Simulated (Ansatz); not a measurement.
System: SrZrO3 (Pnma, No. 62). Method: PBEsol in Ansatz (PAW).

Settings: plane-wave cutoff 520 eV, 6×4×6 k mesh (along the axes of the cell as run), Fermi–Dirac smearing 0.01 eV, scalar-relativistic PAW data made under PBE.

Cell (relaxed with PBEsol):

```
CELL_PARAMETERS angstrom
      5.81550     0.00000     0.00000
      0.00000     8.16153     0.00000
      0.00000     0.00000     5.75747
ATOMIC_POSITIONS crystal
  Sr 0.53309 0.25000 0.00766
  Sr 0.46691 0.75000 0.99234
  Sr 0.96691 0.75000 0.50766
  Sr 0.03309 0.25000 0.49234
  Zr 0.00000 0.00000 0.00000
  Zr 0.50000 0.00000 0.50000
  Zr 0.50000 0.50000 0.50000
  Zr 0.00000 0.50000 0.00000
  O  0.28629 0.45878 0.21351
  O  0.71371 0.54122 0.78649
  O  0.21371 0.54122 0.71351
  O  0.78629 0.45878 0.28649
  O  0.78629 0.04122 0.28649
  O  0.21371 0.95878 0.71351
  O  0.71371 0.95878 0.78649
  O  0.28629 0.04122 0.21351
  O  0.97946 0.25000 0.92215
  O  0.02054 0.75000 0.07785
  O  0.52054 0.75000 0.42215
  O  0.47946 0.25000 0.57785
```

What does this level give for the band gap and smallest direct gap on the k points sampled?


band gap: 3.75 eV
smallest direct gap on the k points sampled: 3.79 eV

Spin–orbit coupling is not included.

The computed numbers hold no vibrational or temperature effects.

The result took about 11 core-minutes (a rough figure).

Ansatz is a quantum-chemistry and plane-wave program.
